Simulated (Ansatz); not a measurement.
Defect: S vacancy in zinc-blende ZnS, neutral cell. Method: PBE, PAW (plane waves to 420 eV; Ansatz, a quantum-chemistry and plane-wave program).

64-site cell at the relaxed PBE lattice, the Γ point alone, smearing 0.01 eV, spin-restricted, no finite-size correction. Energies are static. The charge state is imposed; whether it is stable for some Fermi level was not computed. Forms of the defect that were not tried may lie lower.

Barriers: single points on a 2×2×2 k-point mesh shifted by half a step at the bands' geometries (they differ from the bands' own by up to 0.69 eV, and are uncertain by about as much).

The step: one S atom jumps into the vacancy from a nearby S site; the atom moves 3.71 Å along (0.00, -0.48, -0.48) of the unit cell; the moving atom starts with neighbours 2 Zn at 2.35, Zn at 2.38, Zn at 2.40 Å and ends with 2 Zn at 2.36, 2 Zn at 2.38 Å.

Q: Give the migration barrier of this step at the level PBE, PAW.

A: 2.75 eV, the same both ways. At the saddle the moving atom has neighbours Zn at 2.23, 2 Zn at 2.68, 2 Zn at 2.69 Å. The saddle point's order was not checked, and it lies on a symmetry element of the cell, where a band can be held.
